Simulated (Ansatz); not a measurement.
**CaAlSiH (space group P3m1, No. 156; a cell from a computed database, its experimental status unchecked)**

```
CELL_PARAMETERS angstrom
      4.12566     0.00000     0.00000
     -2.06283     3.57292     0.00000
      0.00000     0.00000     4.73049
ATOMIC_POSITIONS crystal
  Ca 0.00000 0.00000 0.99770
  Al 0.66667 0.33333 0.45543
  Si 0.33333 0.66667 0.56441
  H  0.66667 0.33333 0.08915
```

Computed with plane-wave PAW DFT at the r2SCAN level (Ansatz, a program for electronic structure, 500 eV), scalar-relativistic without spin-orbit coupling, earlier PAW set. Γ-centred 9×9×7 mesh, Fermi–Dirac width 0.05 eV.

* **Volume per atom**: 17.43 Å³
* **Density**: 2.29 g/cm³
* **Band gap**: 0.64 eV, indirect, A → M
* **Hole mass**: 0.39 mₑ
* **Lowest conduction-band minima above the VBM**: M (1/2, 0, 0) 0.64 eV; K (1/3, 1/3, 0) 1.15 eV; A (0, 0, 1/2) 1.78 eV; H (1/3, 1/3, 1/2) 1.86 eV
* **Total energy**: -754.744 eV/atom (σ→0; compares only within this code and set-up)

Effective masses come from finite differences of ±0.01 Å⁻¹. Stability against distortions was not tested.
